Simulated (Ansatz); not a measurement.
## The (30-32) surface of hcp Re in its 1x1 cell, outermost plane spacing 0.75 Å in the ideal cut

All values below come from r2SCAN, at the PBE geometry (plane waves to 500 eV, PAW; Ansatz, a first-principles code).

Slab: 28 atoms, 9.8 Å thick at the start (thin: gaps and levels are the slab's own); k 13x3x1, smearing 0.1 eV, dipole-corrected; single point; on the structure that PBE left under its start's symmetry; no spin, no spin-orbit, no U.

```
Property                                                      Value
-----------------------------------  ------------------------------
surface energy (mean of both faces)                       3.49 J/m²
work function of the top face                               4.96 eV
cost                                 around 15 core-minutes (rough)
```
